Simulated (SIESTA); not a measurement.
Input and output of a self-consistent single point for CuAu (P4mm, 2 atoms in the cell) (SIESTA).

Method: GGA PBEsol, numerical atomic orbitals DZP, PseudoDojo PBEsol standard norm-conserving potentials (rewritten from UPF to PSML) (SIESTA).

```
CELL_PARAMETERS angstrom
      2.81400     0.00000     0.00000
      0.00000     2.81400     0.00000
      0.00000     0.00000     3.68835
ATOMIC_POSITIONS crystal
  Cu 0.00000 0.00000 0.01356
  Au 0.50000 0.50000 0.50000
```

Reference input (self-consistent single point, DFT, GGA PBEsol, numerical atomic orbitals DZP, PseudoDojo PBEsol standard norm-conserving potentials (rewritten from UPF to PSML)): XC.functional = GGA; XC.authors = PBEsol; potentials = PseudoDojo PBEsol standard; PAO.BasisSize = DZP; PAO.EnergyShift = 0.005 Ry; MeshCutoff = 350 Ry; kgrid.MonkhorstPack = 5 5 4; OccupationFunction = FD; ElectronicTemperature = 1160.45 K; MaxSCFIterations = 150; SCF.Mixer.Method = Pulay; SCF.Mixer.Weight = 0.2. This run's input differs from it in these lines:

```diff
@@ -39,3 +39,6 @@
 SCF.Mixer.History            8
-SCF.DM.Tolerance             1.0E-05
+SCF.DM.Converge              false
+SCF.H.Converge               false
+SCF.FreeE.Converge           true
+SCF.FreeE.Tolerance          1.0E-12 eV
 Diag.ParallelOverK           true
```

The program printed (abridged):

```
        iscf     Eharris(eV)        E_KS(eV)     FreeEng(eV)     dDmax    Ef(eV) dHmax(eV)
   scf:    1    -9111.560700    -9148.601296    -9148.632355  3.770225  1.253798 29.334582
   scf:    2    -9162.914661    -9163.324836    -9163.341350  2.320790 -0.862877  9.895074
   scf:    3    -9166.519664    -9165.288042    -9165.304108  0.498683 -1.114075  4.065204
   scf:    4    -9165.865994    -9165.711462    -9165.726070  0.343220 -1.522759  0.984007
   scf:    5    -9165.628256    -9165.699749    -9165.713810  0.156540 -1.719008  1.230050
   [... 141 lines left out ...]
   scf:  147    -9165.726637    -9165.726637    -9165.741265  0.000000 -1.636884  0.000000
   scf:  148    -9165.726637    -9165.726637    -9165.741265  0.000000 -1.636884  0.000000
   scf:  149    -9165.726637    -9165.726637    -9165.741265  0.000000 -1.636884  0.000000
   scf:  150    -9165.726637    -9165.726637    -9165.741265  0.000000 -1.636884  0.000000
SCF_NOT_CONV: SCF did not converge in maximum number of steps (required).
SCF_NOT_CONV: SCF did not converge in maximum number of steps (required).
Geom step, scf iteration, dDmax, dHmax:    0   150      0.000000     0.000000
Geom step, scf iteration, dDmax, dHmax:    0   150      0.000000     0.000000

ABNORMAL_TERMINATION
ABNORMAL_TERMINATION
Stopping Program from Node:    0
Stopping Program from Node:    0
```

The run ended unconverged after 150 iterations. 

The starting cell has typed, rounded lattice constants, without a prior relaxation at this level. Its lattice was rescaled by up to half a per cent. One atom was moved a little off its site on purpose. Values carry the incompleteness of an atom-centred basis.

Cost on one core of a shared machine: roughly 60 s.
